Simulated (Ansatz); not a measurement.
```
CELL_PARAMETERS angstrom
     17.50000     0.00000     0.00000
      0.00000    16.50000     0.00000
      0.00000     0.00000     4.44277
ATOMIC_POSITIONS crystal
  Mo 0.59017 0.50000 0.25000
  Se 0.58634 0.65861 0.25000
  Mo 0.45491 0.58282 0.25000
  Se 0.32731 0.50000 0.25000
  Mo 0.45491 0.41718 0.25000
  Se 0.58634 0.34139 0.25000
  Mo 0.54509 0.58282 0.75000
  Se 0.41366 0.65861 0.75000
  Mo 0.40983 0.50000 0.75000
  Se 0.41366 0.34139 0.75000
  Mo 0.54509 0.41718 0.75000
  Se 0.67269 0.50000 0.75000
```

Calculation: PBE (plane waves to 420 eV, PAW; Ansatz, a quantum-chemistry and plane-wave program). Mesh 1×1×8. No spin polarisation, so a magnetic state wasn't tested. One-dimensional cell, images about 11 Å apart. A hypothetical model. Symmetry and one short period hold its shape; lower forms weren't sought. Values not marked SOC lack spin–orbit coupling. Buckling under compression is shut out by symmetry and the short period.

Question: Give the properties of this body.

Answer: largest distance between nuclei across the axis: 6.04 Å
PBE gap: none (under 0.01 eV)
work function (PBE): 5.43 eV
axial stiffness dF/dε: 179 nN
